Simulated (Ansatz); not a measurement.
Consider Ta-vacancy pair (Ta on one host Ru site, one Ru site vacant) in hcp Ru, neutral cell. These are PBE, PAW (plane waves to 420 eV; Ansatz, a program for electronic structure) values and carry that method's errors.

Cell of 36 host sites held at the relaxed PBE lattice; a 2×2×2 k-point mesh shifted by half a step along c; Fermi-Dirac width 0.10 eV, spin-restricted; finite-size errors left in. Static, classical nuclei. Spin-orbit coupling is left out. Forms of the defect that were not tried may lie lower.

Barriers: single points on a 4×4×4 k-point mesh shifted by half a step along c at the bands' geometries (they differ from the bands' own by up to 0.19 eV, and are uncertain by about as much).

A. the Ta atom itself jumps into the vacancy (Ta-vacancy distance between ideal sites 2.66 Å throughout); the atom moves 2.42 Å along (-0.62, -0.31, 0.45) of the unit cell; the moving atom starts with neighbours 2 Ru at 2.66, 2 Ru at 2.69, 2 Ru at 2.74, 3 Ru at 2.77, 2 Ru at 2.78 Å and ends with 2 Ru at 2.66, 2 Ru at 2.69, 2 Ru at 2.74, 3 Ru at 2.77, 2 Ru at 2.78 Å; saddle order not checked, on a symmetry element.
B. the Ta atom itself jumps into the vacancy (Ta-vacancy distance between ideal sites 2.72 Å throughout); the atom moves 2.59 Å along (-0.95, 0.00, 0.00) of the unit cell; the moving atom starts with neighbours 2 Ru at 2.68, 4 Ru at 2.71, Ru at 2.72, 2 Ru at 2.75, Ru at 2.77, Ru at 2.81 Å and ends with 2 Ru at 2.68, 4 Ru at 2.71, Ru at 2.72, 2 Ru at 2.75, Ru at 2.77, Ru at 2.81 Å; saddle order not checked, on a symmetry element.

A band can be held on a symmetry element, so unchecked saddle points there may be too high.

Rank these by forward barrier (lowest first), as PBE, PAW gives it.

A (1.19 eV), B (1.62 eV)
